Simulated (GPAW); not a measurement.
# A self-consistent single point of LuB2Ru3 (P6/mmm, 6 atoms in the cell) with GPAW

Method of the run: LDA (Perdew-Wang 92), GPAW PAW datasets LDA (gpaw-data 1.0.1) (plane waves; GPAW).

Input as run:

```python
from ase import Atoms
from ase.units import GPa
from gpaw import GPAW, PW

atoms = Atoms(['Lu', 'B', 'B', 'Ru', 'Ru', 'Ru'],
              cell=[[5.438790, 0.000000, 0.000000],
                    [-2.719395, 4.710130, 0.000000],
                    [0.000000, 0.000000, 3.010590]],
              scaled_positions=[[0.000000, 0.000000, 0.000000],
                                [0.666667, 0.333333, 0.000000],
                                [0.333333, 0.666667, 0.000000],
                                [0.500000, 0.000000, 0.500000],
                                [0.500000, 0.500000, 0.500000],
                                [0.000000, 0.500000, 0.500000]],
              pbc=True)

calc = GPAW(mode=PW(950),
            xc='LDA',
            kpts={'size': (6, 6, 9), 'gamma': True},
            occupations={'name': 'methfessel-paxton', 'width': 0.272, 'order': 0},
            nbands=-10,
            convergence={'density': 1e-05},
            symmetry={'symmorphic': False, 'tolerance': 0.0005},
            maxiter=100)

atoms.calc = calc

energy = atoms.get_potential_energy()
print('Energy (eV):', round(energy, 6))
forces = atoms.get_forces()
print('Forces (eV/Ang):')
print(forces.round(5))
stress = atoms.get_stress()
print('Stress (GPa, Voigt):', (stress / GPa).round(4))
```

Output, abridged:

```
Input parameters:
  convergence: {density: 1e-05}
  kpts: {gamma: True,
         size: (6, 6, 9)}
  maxiter: 100
  mode: {ecut: 950.0,
         name: pw}
  nbands: -10
  occupations: {name: methfessel-paxton,
                order: 0,
                width: 0.272}
  symmetry: {symmorphic: False,
             tolerance: 0.0005}

species:
  Lu:
    name: Lutetium
    Z: 71.0
    valence: 25
    core: 46
    charge: 0.0
    file: Lu.LDA.gz

    # Using partial waves for Lu as LCAO basis

  B:
    name: Boron
    Z: 5.0
    valence: 3
    core: 2
    charge: 0.0
    file: B.LDA.gz

    # Using partial waves for B as LCAO basis

  Ru:
    name: Ruthenium
    Z: 44.0
    valence: 16
    core: 28
    charge: 0.0
    file: Ru.LDA.gz

    # Using partial waves for Ru as LCAO basis

Reference energy: -766742.632509  # eV

Spin-paired calculation

Convergence criteria:
 Maximum [total energy] change in last 3 cyles: 0.0005 eV / valence electron
 Maximum integral of absolute [dens]ity change: 1e-05 electrons / valence electron
 Maximum integral of absolute [eigenst]ate change: 4e-08 eV^2 / valence electron
 Maximum number of scf [iter]ations: 100

Symmetries present (total): 24
Symmetries with fractional translations: 0
324 k-points: 6 x 6 x 9 Monkhorst-Pack grid + [1/12,1/12,0.000000]
35 k-points in the irreducible part of the Brillouin zone
       k-points in crystal coordinates                weights
   0:     0.00000000    0.00000000    0.00000000          1/324
   1:     0.00000000    0.00000000    0.11111111          2/324
   2:     0.00000000    0.00000000    0.22222222          2/324
   [... 7 lines left out ...]
          ...
  34:     0.50000000    0.50000000    0.44444444          6/324

Wave functions: Plane wave expansion
  Cutoff energy: 950.000 eV
  Number of coefficients (min, max): 5096, 5170
  Pulay-stress correction: 0.000000 eV/Ang^3 (de/decut=0.000000)

Occupation numbers: Methfessel-Paxton:
  width: 0.2720  # eV
  order: 0

Eigensolver

Densities:
  Coarse grid: 40*40*24 grid
  Fine grid: 80*80*48 grid
  Total Charge: 0.000000

Density mixing:
  Method: separate
  Backend: pulay
  Linear mixing parameter: 0.05
  old densities: 5
  Damping of long wavelength oscillations: 50

Hamiltonian:
  XC and Coulomb potentials evaluated on a 80*80*48 grid
  External potential:
    NoExternalPotential

Number of atoms: 6
Number of atomic orbitals: 67
Number of bands in calculation: 49
Number of valence electrons: 79
Bands to converge: occupied

Density initialized from atomic densities
  49 bands from LCAO basis set

Atomic positions and initial magnetic moments

Positions:
   0 Lu     0.000000    0.000000    0.000000    ( 0.0000,  0.0000,  0.0000)
   1 B      2.719398    1.570042    0.000000    ( 0.0000,  0.0000,  0.0000)
   2 B     -0.000003    3.140088    0.000000    ( 0.0000,  0.0000,  0.0000)
   3 Ru     2.719395    0.000000    1.505295    ( 0.0000,  0.0000,  0.0000)
   4 Ru     1.359698    2.355065    1.505295    ( 0.0000,  0.0000,  0.0000)
   5 Ru    -1.359698    2.355065    1.505295    ( 0.0000,  0.0000,  0.0000)

Unit cell:
           periodic     x           y           z      points  spacing
  1. axis:    yes    5.438790    0.000000    0.000000    40     0.1178
  2. axis:    yes   -2.719395    4.710130    0.000000    40     0.1178
  3. axis:    yes    0.000000    0.000000    3.010590    24     0.1254

  Lengths:   5.438790   5.438790   3.010590
  Angles:   90.000000  90.000000 120.000002

Effective grid spacing dv^(1/3) = 0.1262

     iter     time        total  log10-change:
                         energy   eigst   dens
iter:   1 --:--:--   -60.806355
iter:   2 --:--:--   -59.082201   -1.11  -1.24
iter:   3 --:--:--   -55.566860   -0.46  -1.30
iter:   4 --:--:--   -55.455746   -1.74  -1.70
iter:   5 --:--:--   -55.425729   -1.89  -1.75
iter:   6 --:--:--   -55.764265   -1.11  -1.85
iter:   7 --:--:--   -55.279247   -2.07  -1.83
iter:   8 --:--:--   -55.267472   -2.58  -2.35
iter:   9 --:--:--   -55.264780c  -3.57  -2.43
iter:  10 --:--:--   -55.241413c  -2.75  -2.46
iter:  11 --:--:--   -55.241520c  -3.36  -3.25
iter:  12 --:--:--   -55.241435c  -4.66  -3.57
iter:  13 --:--:--   -55.241256c  -5.09  -3.62
iter:  14 --:--:--   -55.241277c  -4.79  -3.70
   [... 6 lines left out ...]
iter:  21 --:--:--   -55.241174c  -6.78  -4.57
iter:  22 --:--:--   -55.241171c  -6.78  -4.42
iter:  23 --:--:--   -55.241172c  -7.04  -4.76
iter:  24 --:--:--   -55.241174c  -6.56  -4.71
iter:  25 --:--:--   -55.241172c  -7.03  -4.68
iter:  26 --:--:--   -55.241172c  -8.46c -5.27c

Converged after 26 iterations.

Dipole moment: (-0.000000, -0.000000, -0.000000) |e|*Ang

Energy contributions relative to reference atoms: (reference = -766742.632509)

Kinetic:         +1.733927
Potential:       -9.567823
External:        +0.000000
XC:             -46.525324
Entropy (-ST):   -0.142099
Local:           -0.810902
SIC:             +0.000000
--------------------------
Free energy:    -55.312222
Extrapolated:   -55.241172

Showing only first 2 kpts
 Kpt  Band  Eigenvalues  Occupancy
  0    37     10.63093    1.99986
  0    38     11.50459    0.46480
  0    39     11.50464    0.46463
  0    40     11.81768    0.01833

  1    37     11.09710    1.83477
  1    38     11.66011    0.12367
  1    39     11.69896    0.08159
  1    40     11.69898    0.08157

Fermi level: 11.36400

No gap
No difference between direct/indirect transitions
Energy (eV): -55.241172

Forces in eV/Ang:
  0 Lu    0.00000   -0.00000    0.00000
  1 B     0.00000    0.00000    0.00000
  2 B     0.00000    0.00000    0.00000
  3 Ru    0.00000   -0.00000    0.00000
  4 Ru    0.00000   -0.00000    0.00000
  5 Ru    0.00000    0.00000    0.00000

Stress tensor:
     0.050908     0.000000     0.000000
     0.000000     0.050908     0.000000
     0.000000     0.000000     0.062613
Stress (GPa, Voigt): [ 8.1563  8.1563 10.0318  0.      0.      0.    ]
```

The run converged in 26 iterations. GPAW prints stress with tension positive.

At such cutoffs GPAW's stress carries a finite-basis (Pulay) error, which enters relaxed cells too; its log prints stress with tension positive.

The starting cell comes from a database of computed structures (which also holds hypothetical and non-ambient phases and stackings), without a prior relaxation at this level. Spin-orbit coupling is off. Spin polarisation is off.

Cost on one core of a shared machine: roughly 7 min.
